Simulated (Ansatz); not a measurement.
Zinc-blende BeS, treated with Hartree–Fock (Ansatz, a program for electronic structure, plane waves, PAW).

Settings: plane-wave cutoff 460 eV, 10×10×10 k mesh, Fermi–Dirac smearing 0.01 eV, scalar-relativistic PAW data made under PBE.

Pressure at four volumes; x = ln(V/15.092 Å³). One pressure is withheld.

```tsv
V (Å³/atom)	x	P (GPa)
14.223	-0.0593	6.60
15.092	0.0000	0.19
15.500	0.0267	-2.28
15.878	0.0508	?
```

Question: Pass a parabola P(x) through the three rows shown, estimate the bulk modulus and its pressure derivative near zero pressure, and predict the withheld pressure.

Answer: Slopes between the rows: (0.19 − (6.60))/(0.0000 − (-0.0593)) = -108.09 and (-2.28 − (0.19))/(0.0267 − (0.0000)) = -92.51 GPa. Their difference over the span 0.0860 is c = 15.58/0.0860 = 181.2 GPa, so P(x) = 6.60 + (-108.09)(x − (-0.0593)) + 181.2 (x − (-0.0593))(x − (0.0000)). At the middle row B = −dP/dx = −[-108.09 + 181.2 × 0.0593] = 97.3 GPa, and B′ = dB/dP = 2c/B = 3.7. At x = 0.0508 the parabola gives -4.29 GPa; the run gives -4.30 GPa. The Birch–Murnaghan fit to the energies at all volumes has B0 = 96.4 GPa and B′ = 3.7.

Measured, for comparison: bulk modulus 105 GPa (room temperature, not corrected to a static lattice; as tabulated in Narayana, Nesamony, Ruoff, Phys. Rev. B 56, no. 22 (1997)). Computed (rounded) less measured: bulk modulus -8 %.
